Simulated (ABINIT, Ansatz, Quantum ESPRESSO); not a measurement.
## ZrC (Fm-3m, 2 atoms in the cell) computed with different codes at matched settings

Zone-centre phonon calculation.

```xyz
2
Lattice="0.0000 2.3089 2.3089 2.3089 0.0000 2.3089 2.3089 2.3089 0.0000" Properties=species:S:1:pos:R:3 pbc="T T T"
Zr     0.0000     0.0000     0.0000
C      2.3089     2.3089     2.3089
```

Shared settings, as Ansatz (an electronic-structure program) writes them: kpoints.mp_grid.grid = 10 10 10; scf.occupations.method = gaussian; scf.occupations.width = 0.2 eV. Potentials and cutoffs stand in the table.

| code | model | highest zone-centre frequency (cm⁻¹) | cutoff |
|---|---|---|---|
| Ansatz | PBE, default PAW files | 475 | default |
| Quantum ESPRESSO | PBE, PSlibrary ultrasoft (PBE) pseudopotentials | 476 | 55 Ry |
| ABINIT | PBE, norm-conserving pseudopotentials (PseudoDojo nc-sr-05 PBE standard) | 476 | 1116 eV |

The spread over the programs that give each value: highest zone-centre frequency within 1.0 cm⁻¹.

The starting cell has typed, rounded lattice constants, without a prior relaxation at this level. Its lattice was rescaled by a random factor within 2.5 % of one.

Keys are those of Ansatz 0.2.
